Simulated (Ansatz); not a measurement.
Results of revPBE (Ansatz, a first-principles code, plane waves, PAW) for AlB2-type MgB2.

Settings: plane-wave cutoff 520 eV, 24×24×16 k mesh (along the axes of the cell as run), Fermi–Dirac smearing 0.05 eV, scalar-relativistic PAW data made under PBE.

Shape and atoms are relaxed at each volume.

Pressure at four volumes; x = ln(V/9.802 Å³). One pressure is withheld.

```tsv
V (Å³/atom)	x	P (GPa)
9.410	-0.0408	6.08
9.802	0.0000	0.00
9.998	0.0198	-2.64
10.194	0.0392	?
```

Pass a parabola P(x) through the three rows shown, estimate the bulk modulus and its pressure derivative near zero pressure, and predict the withheld pressure.

Slopes between the rows: (0.00 − (6.08))/(0.0000 − (-0.0408)) = -149.02 and (-2.64 − (0.00))/(0.0198 − (0.0000)) = -133.33 GPa. Their difference over the span 0.0606 is c = 15.69/0.0606 = 258.9 GPa, so P(x) = 6.08 + (-149.02)(x − (-0.0408)) + 258.9 (x − (-0.0408))(x − (0.0000)). At the middle row B = −dP/dx = −[-149.02 + 258.9 × 0.0408] = 138.5 GPa, and B′ = dB/dP = 2c/B = 3.7. At x = 0.0392 the parabola gives -5.03 GPa; the run gives -5.05 GPa. The Birch–Murnaghan fit to the energies at all volumes has B0 = 138 GPa and B′ = 3.7.

Measured, for comparison: bulk modulus 151 ± 5 GPa (room temperature, no zero-point or thermal correction, B' fixed at 4, our sources range from 147 to 151; as tabulated in Vogt et al. (2001), arXiv:cond-mat/0102480). Computed (rounded) less measured: bulk modulus -9 % (-6 % to -9 % over the range).

Note: the bulk modulus comes from volumes at which shape and atoms were relaxed.
